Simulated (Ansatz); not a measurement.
Worked example: dielectric-response calculation of SiO₂ (I-42d, 6 atoms in the cell) in Ansatz (a quantum-chemistry and plane-wave program).

Method: LDA (PW92), default PAW files made with PBE (plane waves; Ansatz).

```xyz
6
Lattice="-2.4699 2.4699 3.6447 2.4699 -2.4699 3.6447 2.4699 2.4699 -3.6447" Properties=species:S:1:pos:R:3 pbc="T T T"
Si     0.0000     0.0000     0.0000
Si     0.0000     2.4699     1.8224
O      0.4781     1.2349     0.9112
O     -1.2349     1.9917     2.7335
O     -0.4781     3.7048     0.9112
O      1.2349     2.9480     2.7335
```

Reference input (self-consistent single point, DFT, LDA (PW92), plane waves, default PAW files made with PBE): basis.ecutwfc = 420 eV; kpoints.mp_grid.grid = 7 7 7; hamiltonian.xc = lda; hamiltonian.pseudopotentials = {kind: paw} (the program's default PAW files); scf.occupations.method = fixed. This run's input differs from it in these lines:

Ansatz 0.2 input:
```diff
@@ -16,3 +16,3 @@
 kpoints:
-  mp_grid: { grid: [7, 7, 7] }
+  mp_grid: { grid: [3, 3, 3], shift: [0.5, 0.5, 0.5] }
 hamiltonian:
@@ -22,6 +22,4 @@
   occupations: { method: fixed }
-output:
-  forces: true
-  eigenvalues: true
-  stress: true
+dielectric:
+  field_mesh: kpoints
```

The program printed (abridged):

```
SCF iter   1: F=—  HF=-3445.405688 eV  |F-HF|=—  |Δ(HF+E_count)|=         —  Δρ=1.18e-2  dr2=1.09e-1  ethr=1.77e-3  ⟨swp⟩=5.0  Hψ=1572  notcnv=0  defer=50
all-band conjugate gradients solve this SCF's bands
preconditioner: auto → none
SCF iter   2: F=—  HF=-3445.379141 eV  |F-HF|=—  |Δ(HF+E_count)|=   2.65e-2  Δρ=5.81e-3  dr2=1.43e-2  ethr=3.42e-4  ⟨swp⟩=2.1  Hψ=611  notcnv=0  defer=56
SCF iter   3: F=—  HF=-3445.374234 eV  |F-HF|=—  |Δ(HF+E_count)|=   4.91e-3  Δρ=1.38e-3  dr2=5.98e-4  ethr=4.46e-5  ⟨swp⟩=2.0  Hψ=485  notcnv=0  defer=56
SCF iter   4: F=—  HF=-3445.373999 eV  |F-HF|=—  |Δ(HF+E_count)|=   2.35e-4  Δρ=1.31e-4  dr2=1.27e-5  ethr=1.87e-6  ⟨swp⟩=3.0  Hψ=540  notcnv=0  defer=56
SCF iter   5: F=—  HF=-3445.373992 eV  |F-HF|=—  |Δ(HF+E_count)|=   6.72e-6  Δρ=2.27e-5  dr2=2.03e-7  ethr=3.98e-8  ⟨swp⟩=2.9  Hψ=605  notcnv=0  defer=21
SCF iter   6: F=—  HF=-3445.373995 eV  |F-HF|=—  |Δ(HF+E_count)|=   3.56e-6  Δρ=1.79e-6  dr2=2.57e-9  ethr=6.33e-10  ⟨swp⟩=2.1  Hψ=458  notcnv=0  defer=20
SCF iter   7: F=-3445.373995 eV  HF=-3445.373995 eV  |F-HF|=5.37e-11  |Δ(HF+E_count)|=  4.92e-10  Δρ=3.57e-7  dr2=7.93e-11  ethr=1.00e-12  ⟨swp⟩=10.9  Hψ=1474  notcnv=0
SCF 1 converged in 7 iterations: F = -3445.373995 eV  dr2 = 7.93e-11
DFPT response loops at Γ: preconditioner auto → none (the input reference at scf.mixing.eps_inf says where Resta's filter doesn't serve); β = 0.50 …
Free energy (F): -3445.373995 eV
Internal energy: -3445.373995 eV  (E = F + TS)
E sigma→0 (E₀):  -3445.373995 eV
Fermi energy:    0.432369 eV
--- Dielectric response (ions clamped): 2 representative field directions + reference, on 14 of 27 k-points (Σ response iterations 15) ---
  k mesh reduced under 1 symmetry operation, with k and −k counted as one. Each operation leaves every solved perturbation unchanged …
  ε∞ (high-frequency dielectric tensor):
        2.232635    -0.000000    -0.000000
   [... lines left out ...]
        -0.00000   -2.23184    0.91133
         0.00000    0.89251   -1.68540
    site 5:
        -2.23184    0.00000   -0.91133
         0.00000   -1.07115   -0.00000
        -0.89251   -0.00000   -1.68540
  Z* charge neutrality: 6.971e-5 e pre-enforcement
  k-mesh period / interband length: 14.8 Å / 0.89 Å = 16.59 at k = (0.1667, 0.1667, -0.1667), direct gap 6.379 eV — 14 or more, which is no proof of convergence
```

The run converged in 7 iterations. 

Summary of the result:
| Quantity | Value |
|---|---|
| Free energy E − TS (on the zero of these files) | -3445.3740 eV |
| Top of the valence band (on the code's own zero) | 0.43 eV |
| Gap on the k-point mesh | 6.36 eV |
| ε∞ at this k-point mesh, which may be far from converged in small-gap cells (xx, yy, zz) | 2.23, 2.23, 2.24 |
| Born charges at this mesh (mean of the diagonal, e) | Si 3.33, Si 3.33, O -1.66, O -1.66, O -1.66, O -1.66 |

The starting cell comes from a database of computed structures (which also holds hypothetical and non-ambient phases and stackings), without a prior relaxation at this level. Its lattice was rescaled by up to half a per cent. The shifted mesh does not hold Γ, so a gap read on it misses any band edge there.
